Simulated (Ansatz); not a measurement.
## Element substitutions in Ba2TaBiO6

The reference is Ba₂TaBiO₆ (space group C2/m, No. 12; a = 10.387 Å, b = 6.009 Å, c = 6.086 Å, α = γ = 90.00°, β = 125.20°; a cell from a computed database, its experimental status unchecked).

Each row replaces one element on all its sites; cell and atoms are relaxed.

Level of theory: PBEsol (Ansatz, a quantum-chemistry and plane-wave program), no SOC.

| case | volume per atom | space group | band gap |
|---|---|---|---|
| base | 15.52 Å³ | C2/m (No. 12) | 2.37 eV |
| O → C | 17.05 Å³ | Fm-3m (No. 225) | zero |
| Ba → Be | ? | C2/m (No. 12) | ? |
| O → Te | 35.07 Å³ | C2/m (No. 12) | zero |

Problem. Complete the table.

Solution. 
- Ba → Be, volume per atom: 12.16 Å³
- Ba → Be, band gap: 0.73 eV

With Bi, Ta and Te present, leaving out spin-orbit coupling can change the band edges. Stability against distortions was not tested. As relaxed here, Ba2TaBiC6, TaBe2BiO6 and Ba2TaBiTe6 are hypothetical phases, not in the database extracts checked. The final runs are not spin-polarised. Ba2TaBiC6 and Ba2TaBiTe6 have a high density of states at the Fermi level and may be magnetic at this level.
